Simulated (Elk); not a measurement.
Band structure of AlV₂C (P6_3/mmc, 8 atoms in the cell).

```
AlV2C
1.0
    2.85237     0.00000     0.00000
   -1.42619     2.47023     0.00000
    0.00000     0.00000    12.94494
Al V C
2 4 2
Direct
  0.33333   0.66667   0.25000
  0.66667   0.33333   0.75000
  0.33333   0.66667   0.58638
  0.66667   0.33333   0.41362
  0.66667   0.33333   0.08638
  0.33333   0.66667   0.91362
  0.00000   0.00000   0.00000
  0.00000   0.00000   0.50000
```

Computed with PBE, all-electron FP-LAPW, Elk's shipped species files, default APW+lo basis run with Elk 10.2.4.

Settings: xctype = 20; stype = 0; swidth = 0.00499791 Ha; ngridk = 12 12 3; maxscl = 100.

The starting cell comes from a database of computed structures (which also holds hypothetical and non-ambient phases and stackings), without a prior relaxation at this level. Its lattice was rescaled by a random factor within 2.5 % of one. Spin polarisation is off. Values depend on the basis (sphere radii, cutoffs, local orbitals), which need not be converged.

Levels in eV from the Fermi level, bands 37 to 44:
```json
[
 {"point": "Γ", "37": "-0.26", "38": "-0.26", "39": "-0.24", "40": "-0.24", "41": "0.64", "42": "0.64", "43": "0.69", "44": "0.69"},
 {"point": "M", "37": "-1.57", "38": "-1.54", "39": "0.76", "40": "1.10", "41": "1.18", "42": "1.27", "43": "1.90", "44": "1.93"},
 {"point": "K", "37": "-1.76", "38": "-1.76", "39": "-1.33", "40": "-0.33", "41": "1.18", "42": "1.18", "43": "1.43", "44": "1.43"},
 {"point": "A", "37": "-0.25", "38": "-0.25", "39": "-0.25", "40": "-0.25", "41": "0.66", "42": "0.66", "43": "0.66", "44": "0.66"},
 {"point": "L", "37": "-1.56", "38": "-1.56", "39": "0.99", "40": "0.99", "41": "1.18", "42": "1.18", "43": "1.95", "44": "1.95"},
 {"point": "H", "37": "-1.65", "38": "-1.65", "39": "-0.80", "40": "-0.80", "41": "1.12", "42": "1.12", "43": "1.53", "44": "1.53"}
]
```

Bands cross the Fermi level along this path, so the cell is metallic at this level.
